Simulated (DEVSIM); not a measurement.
Structure: Schottky contact on p-type Si, at 250 K.

```csv
layer (left to right),material,thickness (μm),Na (cm⁻³),τn (s),τp (s)
1,Si,0.660,6.4e16,0.00066,0.00066
2,Si,16.0,8.8e17,0.00066,0.00066
```

Left contact: Schottky, work function 4.344 eV, emission velocity 2e6 cm/s. Right contact: ohmic. Voltage is applied to the left contact. Recombination: SRH at mid-gap. Mobility is constant in doping. Where it depends on doping, it is μmin + (μ − μmin)/(1 + (N/Nref)^α).

Constants are typed, rounded textbook-type inputs, not results; the design itself was drawn at random and stands for no fabricated device. Values at 300 K; Nc and Nv go as T^1.5, mobilities as T to minus their exponent, the gap by Varshni's rule with the affinity fixed. The table also holds parameters that only a changed run uses.

```csv
parameter,Si
gap (eV),1.124
affinity (eV),4.05
permittivity,11.7
Nc (cm⁻³),2.86e19
Nv (cm⁻³),3.1e19
μn (cm²/Vs),1417
μp (cm²/Vs),470
"μn,min",52
"μp,min",45
"Nref,n",9.7e16
"Nref,p",2.2e17
αn,0.68
αp,0.72
T exponent of μn,2.3
T exponent of μp,2.2
Cn (cm⁶/s),2.8e-31
Cp (cm⁶/s),9.9e-32
Varshni α (eV/K),0.000473
Varshni β (K),636
```

Simulated with DEVSIM: 1D drift-diffusion, Boltzmann statistics, complete ionisation; no tunnelling, impact ionisation, image-force lowering or self-heating. Metal contacts follow the ideal Schottky-Mott rule: no Fermi-level pinning, no interface dipoles.

Base results: potential step across the device at zero bias (V) 0.771; dark forward voltage at 1 A/cm² (V) 0.502; dark forward voltage at 100 A/cm² (V) 0.605.

Question: What follows from this one change: metal work function 4.344 → 4.144 eV?

Answer: potential step across the device at zero bias 0.771 → 0.971 V; dark forward voltage at 1 A/cm² 0.502 → 0.702 V; dark forward voltage at 100 A/cm² 0.605 → 0.804 V.

Question: What follows from this one change: doping-dependent mobility in place of the constant one?

Answer: potential step across the device at zero bias little changed (0.771 V); dark forward voltage at 1 A/cm² little changed (0.502 V); dark forward voltage at 100 A/cm² 0.605 → 0.610 V.
